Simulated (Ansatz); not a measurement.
The starting structures come from a database of crystals and need not be the phases stable at ambient conditions.

 Where the default PAW files enter, the runs use the earlier of Ansatz's two default sets.

Inside the gap of an insulator the Bloch states are evanescent, with a wavenumber k + iκ along the transport direction.

Consider the following.

```xyz
8
Lattice="4.0367 0.0000 0.0000 -2.0183 16.9719 0.2658 2.0183 0.6663 3.4318" Properties=species:S:1:pos:R:3 pbc="T T T"
In     2.0183     7.4480     2.1150
In     2.0183    10.1903     1.5825
In     2.0183     1.5932     0.8777
In     0.0000    15.8230     1.6759
Se     4.0367     3.0760     1.7768
Se     2.0183    14.7843     3.0646
Se     4.0367     6.4107     3.5035
Se     4.0367    11.6718     2.4819
```

Space group of this cell: P-6m2. The cell was relaxed by PBE-D3(BJ).

Transport runs along the normal of the first two printed cell vectors, the (101) plane of the conventional cell.

The gap is the functional's own, uncorrected, and κ follows it; spin-orbit coupling is left out. Mid-gap values are interpolated between the computed energies.

Problem. Estimate the band gap and the smallest decay constant κ at mid-gap that r2SCAN in Ansatz (an electronic-structure program) returns for this system.

Solution. Gap 0.71 eV on a 10×10×10 mesh; κ = 0.095 1/Å, at the zone centre.
